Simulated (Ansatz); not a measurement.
Consider ZrO₂ (space group P4_2/nmc, No. 137).

```
CELL_PARAMETERS angstrom
      3.62104     0.00000     0.00000
      0.00000     3.62104     0.00000
      0.00000     0.00000     5.28279
ATOMIC_POSITIONS crystal
  Zr 0.00000 0.00000 0.00000
  Zr 0.50000 0.50000 0.50000
  O  0.00000 0.50000 0.19278
  O  0.00000 0.50000 0.69278
  O  0.50000 0.00000 0.30722
  O  0.50000 0.00000 0.80722
```

Calculations: DFT with PBE, PAW potentials and a 420 eV plane-wave cutoff in Ansatz (a quantum-chemistry and plane-wave program), spin-orbit coupling left out.

One thing is altered: a hydrostatic pressure of 4.5 GPa.

**Question.** How does this affect the mean gap deformation potential ΔEg/Δln V?

**Answer.** The mean gap deformation potential ΔEg/Δln V amounts to -0.6 eV.

Load acts through the strain it causes; cell and atoms are relaxed under it. Stability against distortions was not tested. This is not the structure that ZrO2 has at room temperature and ambient pressure.
